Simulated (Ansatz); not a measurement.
Results of PBE-D4 in Ansatz (plane waves, PAW) for cubic perovskite CsSnI3 (cubic high-temperature phase).

Numerical settings: plane-wave cutoff 500 eV, 6×6×6 k mesh, Fermi–Dirac smearing 0.05 eV, scalar-relativistic PAW data made under PBE.

Cell (relaxed at this level):

```cif
data_CsI3Sn
_chemical_formula_sum 'Cs1 Sn1 I3'
_space_group_name_H-M_alt 'Pm-3m'
_space_group_IT_number 221
_space_group_name_Hall '-P 4 2 3'
_cell_length_a 6.18222
_cell_length_b 6.18222
_cell_length_c 6.18222
_cell_angle_alpha 90.000
_cell_angle_beta 90.000
_cell_angle_gamma 90.000
loop_
_atom_site_label
_atom_site_type_symbol
_atom_site_symmetry_multiplicity
_atom_site_Wyckoff_symbol
_atom_site_fract_x
_atom_site_fract_y
_atom_site_fract_z
_atom_site_occupancy
Cs1 Cs 1 b 0.50000 0.50000 0.50000 1
Sn1 Sn 1 a 0.00000 0.00000 0.00000 1
I1 I 3 d 0.00000 0.00000 0.50000 1
```

Problem. Predict the band gap.

Solution. 
- band gap = 0.26 eV (on the SCF k mesh)

Note: the relaxation could not lower the start's symmetry, so the cell can be a saddle point above a distorted one.

Spin–orbit coupling is not included; with these elements it can move the gap by several tenths of an eV or more.

Static lattice: no zero-point or thermal effects.

Cost on a shared machine: roughly 29 core-seconds.

Ansatz is a first-principles code.
